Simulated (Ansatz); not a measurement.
Hf under a change: Hf → Zr

Base system: Hf in the hcp (Mg type) structure (space group P6_3/mmc, No. 194; a = 3.2042 Å, c = 5.0691 Å).

The change: Zr takes the place of Hf on all its sites; the structure is relaxed again.

The values are results of Kohn–Sham DFT with the PBE functional, run in Ansatz (a quantum-chemistry and plane-wave program) with PAW and 420 eV plane waves, scalar-relativistic without spin-orbit coupling, not measurements. Γ-centred 17×17×9 mesh, Fermi–Dirac width 0.05 eV.

```csv
quantity,base,changed,shift
volume per atom,22.54 Å³,23.39 Å³,+0.85 Å³
density,13.15 g/cm³,6.48 g/cm³,-6.676 g/cm³
lattice parameter a,3.204 Å,3.231 Å,+0.027 Å
c/a ratio,1.582,1.601,+0.019
space group,P6_3/mmc (No. 194),P6_3/mmc (No. 194),–
band gap,zero,zero,–
```

Stability against distortions was not tested. All final runs are without spin polarisation.
